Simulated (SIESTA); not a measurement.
Worked example: self-consistent single point of HfBe2 (P1, 3 atoms in the cell) in SIESTA.

Method of the run: LDA PW92, numerical atomic orbitals DZP, PseudoDojo LDA standard norm-conserving potentials (rewritten from UPF to PSML) run with SIESTA.

The change in words: atoms moved at random. Reference geometry:
```
CELL_PARAMETERS angstrom
      3.77950     0.00000     0.00000
     -1.88975     3.27314     0.00000
      0.00000     0.00000     3.16996
ATOMIC_POSITIONS crystal
  Hf 0.00000 0.00000 0.00000
  Be 0.33333 0.66667 0.50000
  Be 0.66667 0.33333 0.50000
```

Reference input (self-consistent single point, DFT, LDA PW92, numerical atomic orbitals DZP, PseudoDojo LDA standard norm-conserving potentials (rewritten from UPF to PSML)): XC.functional = LDA; XC.authors = PW92; potentials = PseudoDojo LDA standard; PAO.BasisSize = DZP; PAO.EnergyShift = 0.005 Ry; MeshCutoff = 400 Ry; kgrid.MonkhorstPack = 10 10 10; OccupationFunction = MP; OccupationMPOrder = 0; ElectronicTemperature = 0.05 eV; PAO.Polarization.NonPerturbative = true; MaxSCFIterations = 150. This run's input differs from it in these lines:

```diff
@@ -18,5 +18,5 @@
 %block AtomicCoordinatesAndAtomicSpecies
-     0.000000000    0.000000000    0.000000000  1
-    -0.000001890    2.182096424    1.584980000  2
-     1.889751890    1.091046576    1.584980000  2
+     0.025611782   -0.032747796    0.056907122  1
+    -0.004883114    2.175383208    1.583794435  2
+     1.869019442    1.130510861    1.529258443  2
 %endblock AtomicCoordinatesAndAtomicSpecies
```

Log, with long lists cut:

```
        iscf     Eharris(eV)        E_KS(eV)     FreeEng(eV)     dDmax    Ef(eV) dHmax(eV)
   scf:    1    -2225.966697    -2280.621085    -2280.622009  1.429472 -9.437396 13.534752
   scf:    2    -2290.668175    -2286.185853    -2286.187788  0.980270 -9.746314  6.450415
   scf:    3    -2288.257467    -2287.892063    -2287.894250  0.562205-10.167265  0.949579
   scf:    4    -2287.715519    -2287.870476    -2287.872584  0.108642-10.081661  1.303760
   scf:    5    -2287.979061    -2287.942275    -2287.944373  0.069368-10.150321  0.144006
   [... 2 lines left out ...]
   scf:    8    -2287.943068    -2287.943068    -2287.945186  0.000136-10.166001  0.001418
   scf:    9    -2287.943068    -2287.943068    -2287.945186  0.000173-10.166015  0.000823
   scf:   10    -2287.943069    -2287.943069    -2287.945186  0.000031-10.165971  0.000121
   scf:   11    -2287.943069    -2287.943069    -2287.945186  0.000006-10.165958  0.000029
SCF Convergence by DM+H criterion
max |DM_out - DM_in|         :     0.0000056103
max |H_out - H_in|      (eV) :     0.0000292560
SCF cycle converged after 11 iterations

Using DM_out to compute the final energy and forces

siesta: E_KS(eV) =            -2287.9431

siesta: E_KS - E_eggbox =     -2287.9431

siesta: Atomic forces (eV/Ang):
     1   -0.305955    0.426937   -0.614555
     2    0.057880    0.068824    0.118318
     3    0.247896   -0.495641    0.494943
   Tot   -0.000179    0.000120   -0.001294
   Max    0.614555
   Res    0.369343    sqrt( Sum f_i^2 / 3N )
   Max    0.614555    constrained

Stress tensor Voigt[x,y,z,yz,xz,xy] (kbar):       80.63       78.07       95.43        5.18       -3.46       -0.56
(Free)E + p*V (eV/cell)    -2290.0185
Target enthalpy (eV/cell)    -2287.9452

   [... lines left out ...]
siesta: FreeEng =     -2287.945186
siesta: Cell volume =         39.215081 Ang**3
siesta:         -84.70874309        -97.52774357  kBar
   [... lines left out ...]

Species: Be
Atom  Qatom  Qorb
               1s      2s      2s      2py     2pz     2px
   2  4.065   2.011   0.102  -0.011   0.688   0.575   0.700
   3  4.083   2.012   0.133  -0.029   0.694   0.576   0.697

mulliken: Qtot =       20.000

Mulliken Atomic Populations:
Atom #   charge [q] valence [e]  Species
     1     0.147425   11.852575  Hf
     2    -0.064862    4.064862  Be
     3    -0.082563    4.082563  Be
 Total     0.000000
```

The run converged in 11 iterations. Against the reference run the free energy goes up by 17.8 meV/atom, the pressure goes from -9.05 to -8.47 GPa and the largest force goes from 0.000 to 0.808 eV/Å.

The starting cell comes from a database of computed structures (which also holds hypothetical and non-ambient phases and stackings), without a prior relaxation at this level. For this run, on top of that: atoms moved at random. Values carry the incompleteness of an atom-centred basis. With a pressure of about -8 GPa the cell is away from its equilibrium volume at this level.

Cost on one core of a shared machine: roughly 50 s.
